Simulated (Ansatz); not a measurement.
The parent structure is Ag in the fcc (Cu type) structure (space group Fm-3m, No. 225; a = 4.1052 Å). Axes: x, y, z lie along the cube axes.

Computed with r2SCAN/PAW in Ansatz (an electronic-structure program), spin-orbit coupling left out.

Strains are applied to the cell and any free atomic positions relax; under biaxial strain the out-of-plane vector relaxes too.

One change was made to it. Results:

```json
[
 {"quantity": "pressure (mean of the normal stresses, compression positive)", "base": "0.0 GPa", "after": "0.4 GPa"},
 {"quantity": "energy relative to the base (free energy F)", "base": "0 meV/atom", "after": "+6.0 meV/atom"}
]
```

Task: Which of these changes matches the shifts?
(A) isotropic strain +2.32 %
(B) uniaxial strain ε_zz = −5.89 %
(C) tensor shear ε_yz = +2.87 %
(D) biaxial strain −4.84 %, plane normal [001], relaxed out of plane

Result: C, tensor shear ε_yz = +2.87 %. For comparison, the energy relative to the base in the other runs: isotropic strain +2.32 % gives +24 meV/atom; uniaxial strain ε_zz = −5.89 % gives +24 meV/atom; biaxial strain −4.84 %, plane normal [001], relaxed out of plane gives +25 meV/atom.

Without a gap, meshes like the base's 19×19×19 leave anisotropic stresses uncertain by several tenths of a GPa, and small strain energies with them. Stability against distortions was not tested.
